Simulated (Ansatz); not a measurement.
Base system: Hf in the hcp (Mg type) structure (space group P6_3/mmc, No. 194; relaxed with 0.1 eV smearing).

```yaml
crystal:
  lattice:
    - [3.15810, 0.00000, 0.00000]
    - [-1.57905, 2.73500, 0.00000]
    - [0.00000, 0.00000, 5.00450]
  atoms:
    - { symbol: Hf, position: [0.66667, 0.33333, 0.75000] }
    - { symbol: Hf, position: [0.33333, 0.66667, 0.25000] }
```

Cartesian axes are those of the cell as printed.

Computed with PBEsol (Ansatz, a program for electronic structure), without spin-orbit coupling.

Now apply this change: the cell is compressed by 2.50 % along z with no lateral relaxation, atoms relaxed at fixed cell.

Predict the stress tensor and what it implies for the stiffness.

Stress of the strained cell less that of the base (GPa, compression positive):
```
    1.9     0.0     0.0
    0.0     1.9     0.0
    0.0     0.0     5.5
```

Then −Δσ_ii/ε with ε = -0.0250 gives secant stiffness values (nonlinear terms included at this strain): C33 ≈ 221 GPa, C13 ≈ 78 GPa and C23 ≈ 78 GPa.

As a check, the harmonic strain energy −½ V₀ Δσ:ε is 9.3 meV/atom; the computed energy rise is 9.1 meV/atom.

No phonon test of stability was made. The final runs are not spin-polarised.
